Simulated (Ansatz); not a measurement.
Worked example: self-consistent single point of Ta2Si (Fmm2, 6 atoms in the cell) in Ansatz (a first-principles code)

Computed with LDA (PW92), default PAW files made with PBE (plane waves; Ansatz).

This input was run:

Ansatz 0.2 input:
```yaml
crystal:
  lattice:
    - [-3.078502, 3.078502, 2.516069]
    - [3.078502, -3.078502, 2.516069]
    - [3.078502, 3.078502, -2.516069]
  atoms:
    - { symbol: Ta, position_ang: [2.071278, 1.007224, 2.516069] }
    - { symbol: Ta, position_ang: [1.007224, 2.071278, 0.000000] }
    - { symbol: Ta, position_ang: [-0.971868, 2.106634, 2.516066] }
    - { symbol: Ta, position_ang: [4.085726, 1.007224, -0.000000] }
    - { symbol: Si, position_ang: [0.000000, 0.000000, 1.258034] }
    - { symbol: Si, position_ang: [0.000000, -0.000000, 3.774103] }
basis:
  ecutwfc: 420.0
kpoints:
  mp_grid:
    grid: [5, 5, 5]
hamiltonian:
  xc: lda
  pseudopotentials:
    kind: paw
scf:
  occupations:
    method: gaussian
    width: 0.1
output:
  forces: true
  eigenvalues: true
  stress: true
```

Log, with long lists cut:

```
WARN the atoms were moved onto the symmetric positions of the space group found under crystal.symmetry.tolerance 1.0e-5 (fractional …
WARN ansatz: RAYON_NUM_THREADS=1 ignored (pool sized by the plan → 1); use --threads N
Pseudopotentials: kind: paw
Pseudopotential: Ta, paw, valence charge 13
Pseudopotential: Si, paw, valence charge 4
Crystal: 6 atoms, lattice volume = 95.381 Å³
Basis set: ecut = 420 eV, 1881 PW (Γ)
Bands: 36, of which v1, the nominal top of the filled ones, is band 30 counted from 1 (29 counted from 0)
Symmetry: 4 space group operations
Space group: Fmm2 (ITA 42), of the structure as read, at distance tolerance 4.6e-5 Å
k-points: 27 of 125 (time reversal used)
PAW frozen core: Ta, regenerated for the run's functional, and the local potential with it
PAW frozen core: Si, regenerated for the run's functional, and the local potential with it
Initial density: superposition of atomic densities (neutral atoms: chi_scale 0, normalization atom), corrected by the library's trained network
Initial wavefunctions: pseudopotential atomic-orbital guess
Eigensolver: davidson
Functional: x = slater, c = lda
SCF iter   1: F=—  HF=-39951.219016 eV  |F-HF|=—  |Δ(HF+E_count)|=         —  Δρ=5.19e-3  dr2=1.83e-2  ethr=1.77e-3  ⟨swp⟩=5.8  Hψ=4104  notcnv=0
all-band conjugate gradients solve this SCF's bands
preconditioner: auto → Kerker (q_TF=auto, 2.525 Å⁻¹)
SCF iter   2: F=—  HF=-39951.216097 eV  |F-HF|=—  |Δ(HF+E_count)|=   2.92e-3  Δρ=3.07e-3  dr2=6.00e-3  ethr=3.04e-5  ⟨swp⟩=2.0  Hψ=1344  notcnv=0
SCF iter   3: F=—  HF=-39951.214932 eV  |F-HF|=—  |Δ(HF+E_count)|=   1.17e-3  Δρ=4.10e-4  dr2=1.43e-4  ethr=1.00e-5  ⟨swp⟩=2.1  Hψ=1184  notcnv=0
SCF iter   4: F=—  HF=-39951.214889 eV  |F-HF|=—  |Δ(HF+E_count)|=   4.30e-5  Δρ=9.10e-5  dr2=5.82e-6  ethr=2.39e-7  ⟨swp⟩=2.0  Hψ=1325  notcnv=0
SCF iter   5: F=—  HF=-39951.214885 eV  |F-HF|=—  |Δ(HF+E_count)|=   4.25e-6  Δρ=3.02e-5  dr2=2.01e-6  ethr=9.69e-9  ⟨swp⟩=2.0  Hψ=1339  notcnv=0
SCF iter   6: F=-39951.214884 eV  HF=-39951.214884 eV  |F-HF|=2.19e-8  |Δ(HF+E_count)|=   2.92e-7  Δρ=5.36e-6  dr2=3.31e-8  ethr=1.67e-10  ⟨swp⟩=8.3  Hψ=4442  notcnv=0
SCF 1 converged in 6 iterations: F = -39951.214884 eV  dr2 = 3.31e-8
SCF converged after 6 iterations
Free energy (F): -39951.214884 eV
Harris-Foulkes:  -39951.214884 eV  (|F-HF|=2.19e-8)
Internal energy: -39951.198077 eV  (E = F + TS)
E sigma→0 (E₀):  -39951.206481 eV
Entropy (-TS):   -0.016808 eV (-2.801 meV/atom)
Fermi energy:    17.437745 eV
--- Per-component energies (eV) ---
  E_band       = -424.847241
  E_kinetic    = 1556.069202
  E_local      = -2498.133478  (includes V_loc(G=0)·N_el)
  E_nonlocal   = 133.787624
  E_hartree    = 890.282397
  E_xc         = -982.824284
  E_vxc        = -918.136463  (∫ρ·V_xc dr)
  E_paw        = -33568.405900  (= ΣΔE_a)
  E_vpaw       = -479.003956  (= ΣTr[D̂ρ^β])
  E_aug_tail   = 0.000566  (compensation charges beyond the density's cutoff)
  E_ewald      = -5483.178477
  E_core_change = 1.204273  (= ΣΔE_core)
  E_smearing   = -0.016808  (= −TS)
  E_closure    = 0.000000  (closes the sum)
  Σ components = -39951.214884   (vs F -39951.214884, Δ=0.00e0)
--- Forces (eV/Å), atoms counted from 1 ---
  atom   1  Ta     0.03135022     0.02885631     0.00000000
  atom   2  Ta     0.02885631     0.03135022     0.00000000
  atom   3  Ta    -0.35224563    -0.35224563     0.00000000
  atom   4  Ta     0.19132507     0.19132507     0.00000000
  atom   5  Si     0.05035555     0.05035555    -0.00000000
  atom   6  Si     0.05035555     0.05035555    -0.00000000
  max |Σ_I F_I| component: 2.93e-6 eV/Å
--- Stress (GPa, compression-positive) ---
       -6.695185       0.576914       0.000000
        0.576914      -6.695185       0.000000
        0.000000       0.000000      -4.279100
  P = ⅓ Tr σ = -5.8898 GPa (-58.898 kbar)
  The stress holds the Pulay correction. Without it, at fixed plane waves, as pw.x and ABINIT print it: P = -5.9396 GPa
--- Band table (eV; the first three rows and the last of 27) ---
  k-point 0: bands = ["-50.3247", "-50.2847", "-50.2413", "-50.2353", "-17.0575", "-17.0404", "-17.0383", "-16.9892", "-16.9687", "-16.9551", "-16.9356", "-16.8312", "-16.7137", "-16.4461", "-16.4301", "-16.4076", "5.3986", "9.9894", "12.4977", [...]
  k-point 1: bands = ["-50.3195", "-50.2840", "-50.2413", "-50.2412", "-17.0923", "-17.0353", "-16.9991", "-16.9977", "-16.9900", "-16.9298", "-16.9118", "-16.8551", "-16.6578", "-16.4599", "-16.4580", "-16.4323", "5.7233", "10.2066", "11.5791", [...]
  k-point 2: bands = ["-50.3103", "-50.2797", "-50.2548", "-50.2413", "-17.0569", "-17.0477", "-17.0034", "-17.0016", "-16.9914", "-16.9360", "-16.8914", "-16.8573", "-16.5672", "-16.5420", "-16.4963", "-16.4367", "6.4047", "10.3725", "10.6575", [...]
  k-point 26: bands = ["-50.2889", "-50.2801", "-50.2620", "-50.2552", "-17.1833", "-17.1408", "-17.0568", "-16.9703", "-16.9095", "-16.8573", "-16.7992", "-16.7615", "-16.5618", "-16.5428", "-16.5317", "-16.5174", "7.2203", "10.4256", "11.1605", [...]
```

The run converged in 6 iterations.

The starting cell comes from a database of computed structures (which also holds hypothetical and non-ambient phases and stackings), without a prior relaxation at this level. Its lattice was rescaled by up to half a per cent. One atom was moved a little off its site on purpose. Spin-orbit coupling is off. Spin polarisation is off. With a pressure of about -6 GPa the cell is away from its equilibrium volume at this level. Ansatz's pressure includes its estimate of the finite-basis (Pulay) stress.
